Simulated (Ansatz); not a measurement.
## LiCl: I on a Cl site, symmetric start

Consider a 16-atom supercell of LiCl in the rock salt structure (space group Fm-3m, No. 225; a = 5.150 Å) at its relaxed geometry.

Modification: a neutral I on a Cl site, symmetric start, atoms relaxed at fixed cell.

The values are results of DFT with PBE, PAW potentials and a 420 eV plane-wave cutoff in Ansatz (an electronic-structure program), no SOC, not measurements. k-mesh 4×4×4 (Γ-centred); smearing 0.01 eV (Fermi–Dirac).

```json
[
 {"quantity": "energy gained by relaxation", "base": "–", "changed": "0.22 eV", "shift": "–"},
 {"quantity": "largest displacement of a host atom from its site in the perfect cell", "base": "–", "changed": "0.11 Å", "shift": "–"},
 {"quantity": "mean distance from the defect site to its nearest host atoms", "base": "2.58 Å", "changed": "2.69 Å", "shift": "+0.11 Å"}
]
```

Cost of the whole job for the changed cell (relaxation, final SCF and bands): roughly 60 core-seconds.

Other magnetic orders, which the real material may have, were not ruled out. The cell is small, so the values are those of an ordered compound at a high defect concentration; dilute-limit values will differ. The defect started on the symmetric site and kept its symmetry, so it may sit on a saddle. Seeded moments were not kept for I on a Cl site. The defect cell is spin-polarised and ends with 0.0 μB.
